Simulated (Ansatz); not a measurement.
## Band gap of Zr₂N₂O (Cc, No. 9, 10 atoms in the cell; start mp-1101159) at several levels of theory

No measured value is used here.

| level (code) | value (eV) |
|---|---|
| LDA (Ansatz) | 2.00 |
| PBEsol (Ansatz) | 2.02 |
| PBEsol+SOC (Ansatz) | 2.02 (direct) |
| HSE06 (Ansatz) | 3.20 |
| HSE06+SOC (Ansatz) | 3.19 (direct) |

Computed values are for a static lattice. Levels without +SOC have no spin–orbit coupling; where heavier elements are present it shifts gaps, mostly down, and can invert bands.  PBEsol+SOC: the gap is read on the k mesh or supercell of the run alone and can be too large. Values are at the PBEsol cell. Cutoffs and k meshes differ between the levels. Ansatz's density-functional and Hartree–Fock values are scalar-relativistic unless marked +SOC, with PAW data made under PBE.

A start named mp-… is a Materials Project structure, which need not be a measured phase.

Ansatz is an electronic-structure program.
